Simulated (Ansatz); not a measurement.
Effect of uniaxial strain ε_yy = +0.67 % on Sn4Au

Base system: Sn4Au (space group Ccce, No. 68; a = 6.5225 Å, b = 11.7601 Å, c = 6.4897 Å; a cell from a computed database, its experimental status unchecked). Axes: x, y, z lie along a, b, c of the conventional cell.

Perturbation: the cell is stretched by 0.67 % along y with no lateral relaxation; the atoms relax in the strained cell.

Calculations: Kohn–Sham DFT with the PBEsol functional, run in Ansatz (a first-principles code) with PAW and 420 eV plane waves, scalar-relativistic without spin-orbit coupling. Γ-centred 8×8×7 mesh, Fermi–Dirac width 0.05 eV.

Space group: Ccce (No. 68) (base Ccce (No. 68))
Shortest interatomic distance: 2.863 Å (base 2.858 Å)
Energy relative to the base (free energy F): +0.3 meV/atom
Pressure (mean of the normal stresses, compression positive): -0.4 GPa (base 0.0 GPa)
Band gap: zero (base zero)
Stress (xx, yy, zz, yz, xz, xy; compression positive): (-0.3, -0.6, -0.3, 0.0, 0.0, 0.0) GPa (rough)

Without a gap, meshes like the base's 8×8×7 leave anisotropic stresses uncertain by several tenths of a GPa, and small strain energies with them. No phonon test of stability was made.
